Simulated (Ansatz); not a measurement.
The reference is W in the bcc (W type) structure (space group Im-3m, No. 229; relaxed with 0.1 eV smearing).

```
W
1.0
   -1.57711     1.57711     1.57711
    1.57711    -1.57711     1.57711
    1.57711     1.57711    -1.57711
W
1
Direct
  0.00000   0.00000   0.00000
```

Computed with PBEsol/PAW in Ansatz (a quantum-chemistry and plane-wave program), no SOC.

For the base:

The pressure comes out as 0.0 GPa and the band gap comes out as zero.

The change: an isotropic linear strain of −0.50 %, atoms relaxed at fixed cell.

### Question
Estimate the effect on the energy relative to the base.

### Answer
The energy increases by 3.6 meV/atom.

### Question
What does the calculation give for the pressure after the change?

### Answer
The pressure goes from zero to 5.0 GPa.

### Question
Predict the new band gap.

### Answer
The band gap stays zero.

Whether these cells are dynamically stable was not tested. The final runs are not spin-polarised.
